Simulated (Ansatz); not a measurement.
## BN: element substitutions

Start from BN in the zinc blende structure (space group F-43m, No. 216; a = 3.605 Å).

Each row replaces one element on all its sites; cell and atoms are relaxed.

Levels (all Ansatz, a program for electronic structure, PAW, earlier PAW set): PBEsol (420 eV, without spin-orbit coupling); r2SCAN (500 eV, spin-orbit coupling left out); PBEsol+SOC (420 eV, spin-orbit coupling included).

Band gaps by level, all at the geometries relaxed with PBEsol:

```json
[
 {"case": "base", "PBEsol": "4.29 eV", "r2SCAN": "5.00 eV", "PBEsol+SOC": "4.29 eV"},
 {"case": "N → I", "PBEsol": "zero", "r2SCAN": "…", "PBEsol+SOC": "zero"},
 {"case": "N → Bi", "PBEsol": "0.43 eV", "r2SCAN": "…", "PBEsol+SOC": "…"}
]
```

### Question
Complete the table.

### Answer

- N → I, r2SCAN: 0.15 eV
- N → Bi, r2SCAN: 0.52 eV
- N → Bi, PBEsol+SOC: 0.24 eV

Single points use the geometry relaxed with PBEsol. The spin-orbit shifts are approximate. Spin-orbit coupling, missing from the scalar runs, can matter with Bi and I. Stability against distortions was not tested. As relaxed here, BI and BiB are hypothetical phases, not in the database extracts checked. The runs without spin-orbit coupling are not spin-polarised. The zero or small gap of BI and BiB can change with the level of theory.
